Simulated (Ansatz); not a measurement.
## Ag: biaxial strain +2.08 %, plane normal [111], relaxed out of plane

Take Ag in the fcc (Cu type) structure (space group Fm-3m, No. 225; a = 4.0538 Å; relaxed with 0.1 eV smearing) as the base. Axes: x, y, z lie along the cube axes.

Perturbation: biaxial strain +2.08 %, plane normal [111], relaxed out of plane (Cartesian); in-plane vectors clamped, the third vector and the atoms free.

Computed with Kohn–Sham DFT with the PBEsol functional, run in Ansatz (a program for electronic structure) with PAW and 420 eV plane waves, no spin-orbit coupling. Settings: 28×28×28 k-points, 0.1 eV Fermi–Dirac smearing.

```tsv
quantity	base	changed	shift
volume per atom	16.65 Å³	17.05 Å³	+0.391 Å³
shortest interatomic distance	2.866 Å	2.853 Å	-0.0137 Å
energy relative to the base (free energy F)	0 meV/atom	+8.2 meV/atom	+8.2 meV/atom
pressure (mean of the normal stresses, compression positive)	0.0 GPa	-2.4 GPa	-2.4 GPa
band gap	zero	zero	–
out-of-plane strain	–	-1.78 %	–
ratio −ε⊥/ε∥	–	0.86	–
mean in-plane stress (compression positive)	–	-3.6 GPa	–
```

Final structure (turned so that z lies along the plane normal):

```yaml
crystal:
  lattice:
    - [2.92611, 0.00000, 0.00000]
    - [1.46305, 2.53409, 0.00000]
    - [1.46305, -0.84470, 2.29874]
  atoms:
    - { symbol: Ag, position: [0.00000, 0.00000, 0.00000] }
```

No phonon test of stability was made.
